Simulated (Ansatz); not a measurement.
Input:

```
CELL_PARAMETERS angstrom
      4.14911     0.00000     0.00000
      2.07455     3.59323     0.00000
      0.00000     0.00000     6.67071
ATOMIC_POSITIONS crystal
  Cd 0.33333 0.33333 0.99883
  Cd 0.66667 0.66667 0.49883
  S  0.33333 0.33333 0.37817
  S  0.66667 0.66667 0.87817
```

No spin polarisation.

The values are results of plane-wave PAW DFT at the PBEsol level (Ansatz, a first-principles code, 420 eV), no SOC, not measurements. Settings: 9×9×5 k-points, 0.05 eV Fermi–Dirac smearing.

Problem. Predict the gap character, pressure and width of the top valence band.

Solution. 
- Gap character: direct at Γ
- Pressure (mean of the normal stresses, compression positive): -3.8 kbar
- Width of the top valence band: 1.71 eV

The cells carry an imposed strain or load. No phonon test of stability was made. The cell was made from CdS in the wurtzite structure (space group P6_3mc, No. 186) by this change: biaxial strain +0.60 %, plane normal [001], relaxed out of plane.
